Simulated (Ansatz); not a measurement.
The structure below was relaxed with PBE-D3(BJ)/PAW in Ansatz (a quantum-chemistry and plane-wave program), spin-orbit coupling left out, at pressure 4.5 GPa.

Space group Pnma (No. 62); a = 11.155 Å, b = 4.097 Å, c = 4.171 Å, α = β = γ = 90.00°

```
atom  site  symmetry       x       y       z
----  ----  --------  ------  ------  ------
Sn      4c       .m.  0.1163  0.2500  0.0495
Se      4c       .m.  0.3598  0.2500  0.0140
```

Q: Write out a cell with all atoms.

A: 
```xyz
8
Lattice="11.1554 0.0000 0.0000 0.0000 4.0972 0.0000 0.0000 0.0000 4.1706" Properties=species:S:1:pos:R:3 pbc="T T T"
Sn     1.2973     1.0243     0.2064
Sn     4.2804     3.0729     2.2917
Sn     9.8581     3.0729     3.9642
Sn     6.8750     1.0243     1.8789
Se     9.5915     1.0243     2.0269
Se     7.1416     3.0729     4.1122
Se     1.5639     3.0729     2.1437
Se     4.0138     1.0243     0.0584
```
This is the conventional cell.

Load acts through the strain it causes; cell and atoms are relaxed under it. Stability against distortions was not tested. The cell was made from SnSe in the GeS type structure (space group Pnma, No. 62; layered, stacked along the Cartesian x axis) by this change: pressure 4.5 GPa.
